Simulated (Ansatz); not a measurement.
## How a calculation on SrTiP2O8 (C2/c, 24 atoms in the cell) responds to its settings

```
SrTi(PO4)2
1.0
    8.28847    -2.60410     0.00000
    8.28847     2.60410     0.00000
   -3.63513     0.00000     7.32292
Sr Ti P O
2 2 4 16
Direct
  0.80538   0.19462   0.75000
  0.19462   0.80538   0.25000
  0.00000   0.50000   0.00000
  0.50000   0.00000   0.50000
  0.40330   0.88086   0.75611
  0.11914   0.59670   0.74389
  0.59670   0.11914   0.24389
  0.88086   0.40330   0.25611
  0.20118   0.12698   0.89660
  0.87302   0.79882   0.60340
  0.79882   0.87302   0.10340
  0.12698   0.20118   0.39660
  0.66704   0.62644   0.85610
  0.37356   0.33296   0.64390
  0.33296   0.37356   0.14390
  0.62644   0.66704   0.35610
  0.48398   0.94978   0.69230
  0.05022   0.51602   0.80770
  0.51602   0.05022   0.30770
  0.94978   0.48398   0.19230
  0.26978   0.82658   0.60360
  0.17342   0.73022   0.89640
  0.73022   0.17342   0.39640
  0.82658   0.26978   0.10360
```

Base run A: LDA (PW92), default PAW files made with PBE in Ansatz (a first-principles code), self-consistent single point.

Its settings: basis.ecutwfc = 30.9 Ry; kpoints.mp_grid.grid = 3 3 2; kpoints.mp_grid.shift = 0.5 0.5 0.5; hamiltonian.xc = lda; hamiltonian.pseudopotentials = {kind: paw} (the program's default PAW files); scf.occupations.method = cold; scf.occupations.width = 0.0147 Ry.

The starting cell comes from a database of published, mostly measured structures (it also holds non-ambient and calculated ones), without a prior relaxation at this level. Its lattice was rescaled by a random factor within 2.5 % of one. In the base run, with a pressure of about -6 GPa the cell is away from its equilibrium volume at this level. Ansatz's pressure includes its estimate of the finite-basis (Pulay) stress. The shifted mesh does not hold Γ, so a gap read on it misses any band edge there.

ΔF is the free energy per atom less that of run A. 

The first pressure column holds Ansatz's estimate of the finite-basis (Pulay) stress, which hides part of the cutoff error; the other is without it.

In some runs the Pulay estimate is large (up to 87 GPa), a sign of a cutoff far from converged.

Run A gave: pressure (GPa) -6.24; largest force (eV/Å) 0.295; gap on the mesh (eV) 2.759; pressure at a fixed set of plane waves (GPa) -7.05.

Runs:
- B: lattice scaled by 0.97
- C: lattice scaled by 0.97; basis.ecutwfc: 30.9 Ry → 18.4 Ry
- D: lattice scaled by 0.985
- E: lattice scaled by 0.985; basis.ecutwfc: 30.9 Ry → 18.4 Ry
- F: lattice scaled by 1.015
- G: lattice scaled by 1.015; basis.ecutwfc: 30.9 Ry → 18.4 Ry
- H: lattice scaled by 1.03
- I: lattice scaled by 1.03; basis.ecutwfc: 30.9 Ry → 18.4 Ry
- J: basis.ecutwfc: 30.9 Ry → 18.4 Ry

Question: What does run G change against A?

Answer: The free energy goes up by 1.47 eV/atom, the pressure goes from -6.24 to -11.29 GPa, the largest force goes from 0.295 to 1.045 eV/Å and the gap on the mesh goes from 2.759 to 2.517 eV.

Question: What does run I change against A?

Answer: The free energy goes up by 1.53 eV/atom, the pressure goes from -6.24 to -16.63 GPa, the largest force goes from 0.295 to 1.285 eV/Å and the gap on the mesh goes from 2.759 to 2.343 eV.

```csv
run,ΔF (meV/atom),pressure (GPa),largest force (eV/Å),gap on the mesh (eV),pressure at a fixed set of plane waves (GPa)
A,0.00,-6.24,0.295,2.759,-7.05
B,13.6,11.44,2.277,3.147,10.56
C,1468.1,13.43,2.924,3.157,-74.04
D,-9.0,1.68,0.920,2.949,0.84
E,1442.1,3.61,1.752,2.923,-79.59
F,35.9,-12.60,1.304,2.578,-13.38
G,1466.1,-11.29,1.045,2.517,-85.78
H,94.7,-17.64,2.187,2.406,-18.39
I,1526.1,-16.63,1.285,2.343,-87.59
J,1438.7,-4.60,1.280,2.720,-83.25
```

Keys are those of Ansatz 0.2.
